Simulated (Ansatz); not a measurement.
Consider this model of amorphous Hf$_{18}$O$_{39}$Sc$_{2}$.

```xyz
59
Lattice="8.8266 0.5648 -0.1479 0.5648 9.7237 -0.1236 -0.1479 -0.1236 8.9226" Properties=species:S:1:pos:R:3 pbc="T T T"
Hf     4.0522     2.3224     6.7182
Hf     7.7449     8.0600     2.6449
Hf     8.5513     1.2672     2.1102
Hf     8.1296     9.9705     5.2678
Hf     4.1013     5.2203     3.3514
Hf     0.4978     4.6048     2.7776
Hf     2.0706     2.1881     0.4192
Hf     1.6587     6.5998     5.2766
Hf     2.9875     8.3299     1.2646
Hf     6.4936     3.4229     4.7244
Hf     0.6599     3.3261     6.1214
Hf     8.4242     8.1709     8.0345
Hf     5.5871     2.7055     1.5493
Hf     3.9408     8.9046     7.0045
Hf     2.5116     5.2897     8.6831
Hf     7.2848     2.3700     7.6646
Hf     5.7596     5.8212     6.5360
Hf     2.9997     1.6312     3.6610
O      9.2406     9.6915     3.5405
O      7.6179     2.5395     0.7973
O      5.8935     5.4740     4.4013
O      8.6759     8.0573     5.9641
O      1.2190     2.1058     2.6845
O      5.3577     7.7899     6.0907
O      4.7013     4.1087     6.0301
O      5.3523     2.4023     8.4103
O      4.5638     3.0894     3.6323
O      0.5049     6.5092     3.5993
O      3.4195     6.3087     1.6125
O      8.1352     9.2235     1.0651
O      1.6451     4.2120     1.1202
O      8.4101     4.3355     4.2276
O      8.0635    10.0646     7.4092
O      4.4399     8.4422     0.0142
O      3.4801     9.3838     2.9203
O      5.7096     7.6230     2.3877
O      3.4959     6.8847     4.3752
O      0.4198     2.4674     7.9734
O      1.5100     7.1742     0.0700
O      6.9624     6.7995     8.0658
O      8.3406     2.1437     5.5885
O      2.9161     3.4292     8.0830
O      2.2009     4.7317     3.9528
O      4.4061     5.7824     8.0575
O      7.7975     6.1901     1.6892
O      6.7630     9.1496     4.0902
O      2.3094     8.1024     6.4632
O      3.7608     0.4473     5.3672
O      6.8818     2.1224     3.1148
O      1.4270     5.2208     6.7658
O      2.3094     2.4944     5.4209
O      3.7237     1.8456     1.6324
O      7.2454     4.2894     6.6124
O      5.9693     1.7816     5.9487
O      1.2296     0.2078     0.8683
O      5.3594     4.6358     1.6600
O      2.9523     0.9744     7.8965
Sc     4.8859     8.4163     4.1269
Sc     5.8025     6.4646     0.7690
```

Method: PBE, scalar-relativistic without spin-orbit coupling (plane waves to 420 eV, PAW; Ansatz, a program for electronic structure).

Preparation: random packing, a CHGNet melt and quench, and a DFT relaxation. O atoms were pushed apart under 1.9 Å during the dynamics, to hinder bonds among them. The hot cell started wider than the set density and was brought back towards it in steps. It is the lowest in DFT energy of 2 quenches. It is a model cell: composition and starting density were chosen by hand, and all elements were melted together. No dispersion term was used. Its density started from a set value of 8.55 and ended at 8.55 g/cm³. The simulated quench (nominally 450 K/ps over its main leg) is rapid and tends to freeze in more defects than a deposited or slowly cooled glass has. Values belong to this one cell and scatter from quench to quench. The volume was held where the preparation left it and the shape relaxed, at a PBE pressure of 2.6 GPa. Stress components on the final sampling reach 2.6 GPa.

Bonds are counted up to Hf-Hf 3.34 Å, Hf-O 2.70 Å, Hf-Sc 3.38 Å, O-O 1.58 Å, O-Sc 2.60 Å, Sc-Sc 3.41 Å. Two cations that share two anions don't count as bonded, nor two that share one unless they lie closer than Hf-Hf 3.25 Å, Hf-Sc 3.28 Å, Sc-Sc 3.32 Å.

Problem. Give the coordination numbers, mean bond lengths and angles.

Solution. 
The mean coordination of Hf by anions comes out as 6.11 (3 with 5, 11 with 6, 3 with 7, 1 with 8) and the mean coordination of O comes out as 3.15 (1 with 2, 31 with 3, 7 with 4). The mean coordination of Sc by anions is 6.50 (1 with 6, 1 with 7). The mean Hf-O bond is 2.123 Å (spread 0.112 Å, 110 counted) and the mean O-Sc bond is 2.165 Å (spread 0.163 Å, 13 counted). The bond angle at Hf is mean 102.8°, spread 28.3° and the bond angle at O is mean 114.0°, spread 18.9°. The bond angle at Sc is mean 101.7°, spread 28.1°.

Problem. List the pairs of like atoms that count as bonded by the rules above.

Solution. There are none by these rules.
